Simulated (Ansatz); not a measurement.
**HfN: energy against volume**

HfN (rock salt, Fm-3m, 11.405 Å³/atom and stress up to 0.01 GPa in the relaxed cell, cube axes along x, y and z) under an equal strain ε along all three axes. PBEsol in Ansatz, a plane-wave DFT program (PAW, default set), 420 eV, 22×22×22 Γ-centred mesh, Fermi-Dirac smearing 0.10 eV; ions are relaxed, or left where forces stay under 0.02 eV/Å, within the symmetry of each cell.

Here V stands for volume and E for E less E0.

```csv
volume (Å³/atom),E less E0 (meV/atom),pressure (GPa)
10.4087,?,?
10.7339,38.51,19.57
10.8991,21.24,14.17
11.0659,9.22,9.12
11.2344,2.22,4.41
11.4046,0.00,0.00
11.5765,2.32,-4.11
11.7502,8.97,-7.95
11.9256,19.73,-11.52
12.1027,34.42,-14.85
```

### Question
Fit E against V with the third-order Birch-Murnaghan form, a cubic in V^(-2/3), and predict the withheld value at V = 10.4087.

### Answer
With u = V^(-2/3) - 0.197, the rows have u = 0.008508, 0.006426, 0.004377, 0.002358, 0.000369, -0.001589, -0.003520, -0.005422, -0.007295. Least squares gives E = 0.094 - 473.42·u + 582995·u² + 399298·u³. Residuals (row less fit): -0.003, 0.008, -0.004, -0.004, 0.001, 0.003, 0.003, -0.006, 0.002; standard error 0.006 (degrees of freedom: 5). Its minimum lies at u = 0.000406, so V0 = (0.197406)^(-3/2) = 11.40. There d²E/du² = 1167000 and d³E/du³ = 2396000, so B0 = (4/9) × 11.40^(-7/3) × 1167000 × 0.160218 = 284 GPa (the last factor turns the table's units into GPa), and B0' = 4 + (2/3) × 0.197406 × (2396000)/1167000 = 4.3. B0' rests on the cubic coefficient alone and has a standard error of 0.1 from these residuals. At the withheld row, u = 0.012766, so E = 0.094 - 473.42 × 0.012766 + 582995 × 0.012766² + 399298 × 0.012766³ = 89.892 meV/atom. The calculation gives 89.88 meV/atom, 0.012 meV/atom below the prediction (0.0 % of the range of E in the table). The row lies outside the fitted rows, so this is an extrapolation. From the scatter of the fitted rows alone, a prediction at this place has a standard error of 0.029 meV/atom, so the miss is 0.4 times that.

In a metal these values are sensitive to mesh and smearing; energies are taken to zero smearing, stresses follow the free energy. Other structures, which can take over under pressure, weren't tried. The same form fitted to the pressure column gives B0' = 4.3; series where the two differ by over 0.4 aren't shown. Rows are the converged runs of the series near zero and its far end, less any whose ions stayed unrelaxed beside relaxed ones; series whose fitted rows scatter by over a few per cent of the range, as at a crossing or softening among them, aren't shown in this form.
